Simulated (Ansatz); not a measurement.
# What biaxial strain −1.00 %, plane normal [001], relaxed out of plane does to Nb

The parent structure is Nb in the bcc (W type) structure (space group Im-3m, No. 229; a = 3.248 Å; relaxed with 0.1 eV smearing). Axes: x, y, z lie along the cube axes.

Perturbation: biaxial strain −1.00 %, plane normal [001], relaxed out of plane (Cartesian); in-plane vectors clamped, the third vector and the atoms free.

Calculations: Kohn–Sham DFT with the LDA functional, run in Ansatz (a quantum-chemistry and plane-wave program) with PAW and 420 eV plane waves, scalar-relativistic without spin-orbit coupling. Γ-centred 28×28×28 mesh, Fermi–Dirac width 0.1 eV.

```json
[
 {"quantity": "volume per atom", "base": "17.14 Å³", "changed": "16.98 Å³", "shift": "-0.16 Å³"},
 {"quantity": "space group", "base": "Im-3m (No. 229)", "changed": "I4/mmm (No. 139)", "shift": "–"},
 {"quantity": "energy relative to the base (free energy F)", "base": "0 meV/atom", "changed": "+3.0 meV/atom", "shift": "+3.0 meV/atom"},
 {"quantity": "pressure (mean of the normal stresses, compression positive)", "base": "0.0 GPa", "changed": "1.9 GPa", "shift": "+1.9 GPa"},
 {"quantity": "band gap", "base": "zero", "changed": "zero", "shift": "–"},
 {"quantity": "out-of-plane strain", "base": "–", "changed": "+1.05 %", "shift": "–"},
 {"quantity": "ratio −ε⊥/ε∥", "base": "–", "changed": "1.05", "shift": "–"},
 {"quantity": "mean in-plane stress (compression positive)", "base": "–", "changed": "+2.8 GPa", "shift": "–"}
]
```

Stability against distortions was not tested. All final runs are without spin polarisation.
